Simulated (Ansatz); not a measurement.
**Response to strain in GaN**

The reference is GaN in the wurtzite structure (space group P6_3mc, No. 186; a = 3.218 Å, c = 5.243 Å).

Strains are applied to the cell and any free atomic positions relax.

The values are results of PBE/PAW in Ansatz (a program for electronic structure), spin-orbit coupling left out, not measurements.

Notes on the quantities. pressure: mean of the normal stresses, compression positive; energy relative to the base: free energy F.

| variant | electron mass | pressure | band gap | energy relative to the base | volume per atom |
|---|---|---|---|---|---|
| base | 0.14 mₑ along c, 0.16 mₑ across (at Γ) | 0.00 GPa | 1.71 eV | 0 meV/atom | 11.76 Å³ |
| isotropic strain +0.60 % | 0.14 mₑ along c, 0.15 mₑ across (at Γ) | -2.97 GPa | 1.59 eV | +2.0 meV/atom | 11.97 Å³ |
| isotropic strain +1.20 % | 0.13 mₑ along c, 0.14 mₑ across (at Γ) | -5.69 GPa | 1.47 eV | +7.9 meV/atom | 12.19 Å³ |
| isotropic strain +1.80 % | 0.12 mₑ along c, 0.13 mₑ across (at Γ) | ? | 1.36 eV | +17 meV/atom | 12.40 Å³ |
| isotropic strain +2.40 % | 0.11 mₑ along c, 0.12 mₑ across (at Γ) | ? | 1.24 eV | +30 meV/atom | 12.63 Å³ |
| isotropic strain +3.00 % | 0.10 mₑ along c, 0.11 mₑ across (at Γ) | -12.52 GPa | 1.13 eV | +46 meV/atom | 12.85 Å³ |

Question: Fill in the withheld entries from the trend.

Answer: 
- isotropic strain +1.80 %, pressure: -8.18 GPa
- isotropic strain +2.40 %, pressure: -10.45 GPa

Masses are band curvatures over ±0.01 Å⁻¹ around the edge. Whether these cells are dynamically stable was not tested.
